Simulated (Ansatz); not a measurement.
# TiAl: Al on a Ti site (antisite), symmetric start

The parent structure is a 16-atom supercell of TiAl (space group P4/mmm, No. 123; a = 2.824 Å, c = 4.071 Å) at its relaxed geometry.

Now apply this change: one Ti atom is replaced by Al, atoms relaxed at fixed cell.

All numbers come from PBE (Ansatz, a quantum-chemistry and plane-wave program; PAW; 420 eV plane waves; no spin-orbit coupling), earlier PAW set. Settings: 6×6×6 k-points, 0.05 eV Fermi–Dirac smearing.

The energy gained by relaxation is 0.09 eV and the largest displacement of a host atom from its site in the perfect cell amounts to 0.07 Å. The mean distance from the defect site to its nearest host atoms drops by 0.07 Å, from 2.82 Å to 2.75 Å.

Final structure:

```yaml
crystal:
  lattice:
    - [5.64816, 0.00000, -4.07063]
    - [0.00000, 5.64816, -4.07063]
    - [0.00000, 5.64816, 4.07063]
  atoms:
    - { symbol: Al, position: [0.25075, 0.74472, 0.50603] }
    - { symbol: Al, position: [0.25075, 0.00453, 0.74472] }
    - { symbol: Al, position: [0.25075, 0.25528, 0.99547] }
    - { symbol: Al, position: [0.25075, 0.49397, 0.25528] }
    - { symbol: Al, position: [0.74925, 0.25528, 0.49397] }
    - { symbol: Al, position: [0.74925, 0.74472, 0.00453] }
    - { symbol: Al, position: [0.74925, 0.50603, 0.74472] }
    - { symbol: Al, position: [0.74925, 0.99547, 0.25528] }
    - { symbol: Al, position: [0.00000, 0.00000, 0.00000] }
    - { symbol: Ti, position: [0.00000, 0.24362, 0.24362] }
    - { symbol: Ti, position: [0.00000, 0.50000, 0.50000] }
    - { symbol: Ti, position: [0.00000, 0.75638, 0.75638] }
    - { symbol: Ti, position: [0.50000, 0.50000, 0.00000] }
    - { symbol: Ti, position: [0.50000, 0.00000, 0.50000] }
    - { symbol: Ti, position: [0.48725, 0.75638, 0.24362] }
    - { symbol: Ti, position: [0.51275, 0.24362, 0.75638] }
```

The cell is small, so the values are those of an ordered compound at a high defect concentration; dilute-limit values will differ. The defect started on the symmetric site and kept its symmetry, so it may sit on a saddle. All final runs are without spin polarisation. The defect cell is not spin-polarised.
